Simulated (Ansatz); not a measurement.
# TiAl: response to strain

The reference is TiAl (space group P4/mmm, No. 123; a = 2.8243 Å, c = 4.0708 Å).

Strains are applied to the cell and any free atomic positions relax.

All numbers come from PBE (Ansatz, a program for electronic structure; PAW; 420 eV plane waves; no spin-orbit coupling).

Notes on the quantities. pressure: mean of the normal stresses, compression positive.

```csv
isotropic strain (%),pressure (GPa)
-5.95,29.8
-4.8,22.3
0,0.0
1.02,?
2.84,-8.1
```

**Question.** Fit P = P₀ − Bδ + Cδ² with δ = (1 + ε)³ − 1 to the rows shown and predict the withheld row.

**Answer.** Least squares on the printed values gives P₀ = -0.2 GPa, B = 120 GPa (at held cell shape), C = 340 GPa (largest residual 0.3 GPa); this predicts -3.5 GPa, and the run gives -3.3 GPa, 0.2 higher.

Stability against distortions was not tested. All final runs are without spin polarisation.
